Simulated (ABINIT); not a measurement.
ABINIT run on MoRu (P-6m2, 2 atoms in the cell): self-consistent single point.

Method: PBEsol, norm-conserving pseudopotentials (PseudoDojo nc-sr-04 PBEsol standard) (plane waves; ABINIT).

```
CELL_PARAMETERS angstrom
      2.80380     0.00000     0.00000
     -1.40190     2.42816     0.00000
      0.00000     0.00000     4.50612
ATOMIC_POSITIONS crystal
  Mo 0.66667 0.33333 0.00000
  Ru 0.33333 0.66667 0.50000
```

Reference input (self-consistent single point, DFT, LDA (PW92), plane waves, norm-conserving pseudopotentials (PseudoDojo nc-sr-04 LDA standard)): pseudos = [Mo.upf, Ru.upf]; ecut = 44 Ha; occopt = 3; tsmear = 0.00367493 Ha; ngkpt = 13 13 7; nshiftk = 1; shiftk = 0 0 0; potentials = PseudoDojo nc-sr-04 LDA standard; nband = 21; kptopt = 1; nstep = 50; tolvrs = 1e-12. This run's input differs from it in these lines:

```diff
@@ -1,2 +1,2 @@
-# MoRu, PseudoDojo nc-sr-04 LDA standard
+# MoRu, PseudoDojo nc-sr-04 PBEsol standard
 pp_dirpath "./"
@@ -16,3 +16,3 @@
       Angstrom
-ecut 44 Ha
+ecut 42 Ha
 occopt 3
```

Its files differ too (potentials: PseudoDojo nc-sr-04 LDA standard → PseudoDojo nc-sr-04 PBEsol standard).

The program printed (abridged):

```
--- !BeginCycle
solver: {iscf: 7, nstep: 50, nline: 4, wfoptalg: 0, }
tolerances: {tolvrs: 1.00E-12, }
...

     iter   Etot(hartree)      deltaE(h)  residm     vres2
 ETOT  1  -171.13018370923    -1.711E+02 2.941E-01 3.060E+02
 ETOT  2  -170.74206044144     3.881E-01 4.703E-02 4.730E+03
 ETOT  3  -171.16583211542    -4.238E-01 1.213E-02 1.237E+03
 ETOT  4  -171.29184774867    -1.260E-01 9.852E-03 7.480E-01
 ETOT  5  -171.29194779314    -1.000E-04 4.036E-03 1.149E-01
   [... 2 lines left out ...]
 ETOT  8  -171.29196004010    -2.766E-08 1.338E-03 3.791E-07
 ETOT  9  -171.29196004014    -3.720E-11 1.969E-03 2.028E-08
 ETOT 10  -171.29196004014    -1.705E-12 6.358E-04 4.062E-11
 ETOT 11  -171.29196004014    -1.108E-12 9.020E-04 1.462E-13
 At SCF step   11       vres2   =  1.46E-13 < tolvrs=  1.00E-12 =>converged.

 Cartesian components of stress tensor (hartree/bohr^3)
  sigma(1 1)=  5.82554747E-04  sigma(3 2)=  0.00000000E+00
  sigma(2 2)=  5.82554749E-04  sigma(3 1)=  0.00000000E+00
  sigma(3 3)=  6.28821300E-04  sigma(2 1)=  2.36493884E-13

 ----iterations are completed or convergence reached----

 reduced coordinates (array xred) for    2 atoms
       0.666666669580      0.333333334793      0.000000000000
       0.333333336246      0.666666668126      0.500000000000
 cartesian forces (eV/Angstrom) at end:
    1     -0.00000000000000    -0.00000000000000    -0.00000000000000
    2     -0.00000000000000    -0.00000000000000    -0.00000000000000
 frms,max,avg= 0.0000000E+00 0.0000000E+00   0.000E+00  0.000E+00  0.000E+00 e/A
   [... lines left out ...]
 Fermi (or HOMO) energy (hartree) =   0.58506   Average Vxc (hartree)=  -0.50998
   [... lines left out ...]
total_energy        : -1.71291960040140E+02
total_energy_eV     : -4.66109127678404E+03
band_energy         : -1.05204049659116E+01
...

-Cartesian components of stress tensor (GPa)         [Pressure= -1.7593E+01 GPa]
- sigma(1 1)=  1.71393495E+01  sigma(3 2)=  0.00000000E+00
- sigma(2 2)=  1.71393496E+01  sigma(3 1)=  0.00000000E+00
- sigma(3 3)=  1.85005583E+01  sigma(2 1)=  6.95788911E-09

 Calculation completed.
```

The run converged in 11 iterations. Against the reference run the pressure goes from -22.40 to -17.59 GPa.

The starting cell comes from a database of computed structures (which also holds hypothetical and non-ambient phases and stackings), without a prior relaxation at this level. Its lattice was rescaled by a random factor within 2.5 % of one. Spin polarisation is off. With a pressure of about -18 GPa the cell is away from its equilibrium volume at this level.

Cost on one core of a shared machine: roughly 2 min.
